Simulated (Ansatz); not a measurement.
Results of r²SCAN (Ansatz, a program for electronic structure, plane waves, PAW) for Rh3InN (model structure, started from the Ni3MgC type, Pm-3m, No. 221, 5 atoms in the cell).

Numerical settings: plane-wave cutoff 560 eV, 14×14×14 k mesh, Fermi–Dirac smearing 0.05 eV, spin-polarised with parallel moments, scalar-relativistic PAW data made under PBE.

Cell (relaxed at this level):

```cif
data_InNRh3
_chemical_formula_sum 'In1 Rh3 N1'
_space_group_name_H-M_alt 'P 1'
_space_group_IT_number 1
_cell_length_a 4.08843
_cell_length_b 4.08843
_cell_length_c 4.08843
_cell_angle_alpha 90.000
_cell_angle_beta 90.000
_cell_angle_gamma 90.000
loop_
_space_group_symop_operation_xyz
  'x, y, z'
loop_
_atom_site_label
_atom_site_type_symbol
_atom_site_fract_x
_atom_site_fract_y
_atom_site_fract_z
_atom_site_occupancy
In1 In 0.00000 0.00000 0.00000 1
Rh1 Rh 0.00000 0.50000 0.50000 1
Rh2 Rh 0.50000 0.00000 0.50000 1
Rh3 Rh 0.50000 0.50000 0.00000 1
N1 N 0.50000 0.50000 0.50000 1
```
Starting moments (μB, in the order of the record's atoms In Rh Rh Rh N): 0.0 1.0 1.0 1.0 0.0.

Question: What does this level give for the bulk modulus B0?

Answer: 
- bulk modulus B0: 224 GPa

The run finds no gap.

Note: the magnetic order was assumed, not searched for or taken from measurement; the bulk modulus is −V dP/dV from two relaxed cells at ±2 % in volume; the moments ended far under their starting size, a low-moment state that need not be the lowest; the relaxation could raise the start's symmetry but not lower it, so the cell can be a saddle point.

Spin–orbit coupling is not included; it can open a gap where bands touch, and shift volumes and moduli.

A model structure was made by putting elements into a prototype or built by hand; it is no filed structure, need not be a known phase, and can be a saddle point held by its symmetry.
